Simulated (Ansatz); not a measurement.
Consider a periodic stack without vacuum, tetragonal BaTiO3 (1 0 0) on zinc-blende InAs (1 1 1) (film strained to the substrate, faces as cut): substrate slab As8In8, film Ba4Ti6O16, surface cells [[-1, 2], [-1, 0]] and [[2, 0], [0, 1]], film strained by -5.0 and +4.1 %, faces In/As and OTi/OTi as cut (like faces can put a slab off its formula). Its start:

```yaml
crystal:
  lattice:
    - [7.57589, 0.00000, 0.05209]
    - [0.00000, 4.37394, 0.00065]
    - [2.06296, 0.00359, 25.13778]
  atoms:
    - { symbol: As, position: [0.69268, 0.93796, 0.08966] }
    - { symbol: As, position: [0.17505, 0.36978, 0.09171] }
    - { symbol: As, position: [0.30960, 0.90179, 0.23139] }
    - { symbol: As, position: [0.80691, 0.40345, 0.23163] }
    - { symbol: As, position: [0.93362, 0.89379, 0.37203] }
    - { symbol: As, position: [0.43314, 0.40539, 0.37270] }
    - { symbol: As, position: [0.50992, 0.94474, 0.51511] }
    - { symbol: As, position: [0.01111, 0.34601, 0.51322] }
    - { symbol: In, position: [0.51728, 0.44346, 0.06414] }
    - { symbol: In, position: [0.03157, 0.86291, 0.05050] }
    - { symbol: In, position: [0.14981, 0.40337, 0.19888] }
    - { symbol: In, position: [0.65296, 0.90297, 0.19671] }
    - { symbol: In, position: [0.77711, 0.39487, 0.33834] }
    - { symbol: In, position: [0.27819, 0.90479, 0.33820] }
    - { symbol: In, position: [0.35244, 0.44702, 0.47956] }
    - { symbol: In, position: [0.85143, 0.84303, 0.47832] }
    - { symbol: Ba, position: [0.13414, 0.57075, 0.70015] }
    - { symbol: Ba, position: [0.62721, 0.57033, 0.70045] }
    - { symbol: Ti, position: [0.40621, 0.08349, 0.62102] }
    - { symbol: Ti, position: [0.90529, 0.09543, 0.62626] }
    - { symbol: O, position: [0.40286, 0.48403, 0.62532] }
    - { symbol: O, position: [0.90136, 0.49784, 0.62979] }
    - { symbol: O, position: [0.37972, 0.03782, 0.70620] }
    - { symbol: O, position: [0.87873, 0.03885, 0.70620] }
    - { symbol: O, position: [0.15405, 0.00656, 0.62368] }
    - { symbol: O, position: [0.65755, 0.00835, 0.62454] }
    - { symbol: Ba, position: [0.07867, 0.56074, 0.86753] }
    - { symbol: Ba, position: [0.57811, 0.56378, 0.86810] }
    - { symbol: Ti, position: [0.35499, 0.07729, 0.78125] }
    - { symbol: Ti, position: [0.85521, 0.07849, 0.78224] }
    - { symbol: O, position: [0.35393, 0.48773, 0.78616] }
    - { symbol: O, position: [0.85330, 0.48747, 0.78609] }
    - { symbol: O, position: [0.32123, 0.02309, 0.87099] }
    - { symbol: O, position: [0.83430, 0.02396, 0.87104] }
    - { symbol: O, position: [0.10298, 0.99720, 0.78853] }
    - { symbol: O, position: [0.60305, 0.99826, 0.78994] }
    - { symbol: Ti, position: [0.30866, 0.07829, 0.94400] }
    - { symbol: Ti, position: [0.80253, 0.07850, 0.94442] }
    - { symbol: O, position: [0.30314, 0.48198, 0.94471] }
    - { symbol: O, position: [0.80721, 0.48154, 0.94538] }
    - { symbol: O, position: [0.04995, 0.99090, 0.96394] }
    - { symbol: O, position: [0.55230, 0.00515, 0.95451] }
```

The start was prepared with a machine-learned potential, and the result is one local minimum, with the in-plane cell held and forces under 0.04 eV/Å; the film can end far from its bulk form.

Calculation: PBE (plane waves to 420 eV, PAW; Ansatz, a quantum-chemistry and plane-wave program). Scalar-relativistic, without spin–orbit coupling; the runs are not spin-polarised; PBE gaps are too small against experiment. Its k-point mesh 3×5×1, Fermi–Dirac width 0.05 eV.

**Question.** Predict the relaxed interface.

**Answer.** 
```
Quantity                                                                                                           Value
--------------------------------------------------------------------------------  --------------------------------------
interface area                                                                                                   33.1 Å²
period                                                                                                           25.02 Å
gaps between the outermost planes at the two interfaces                                                  2.37 and 1.70 Å
In–Ti contacts across the interfaces within 1.22 times the sum of covalent radii                          4, mean 3.35 Å
As–Ti contacts across the interfaces within 1.22 times the sum of covalent radii                          3, mean 2.89 Å
In–O contacts across the interfaces within 1.22 times the sum of covalent radii                           3, mean 2.36 Å
Ba–In contacts across the interfaces within 1.22 times the sum of covalent radii                          1, mean 4.26 Å
two interfaces                                                                    unlike, so that offsets are their mean
```
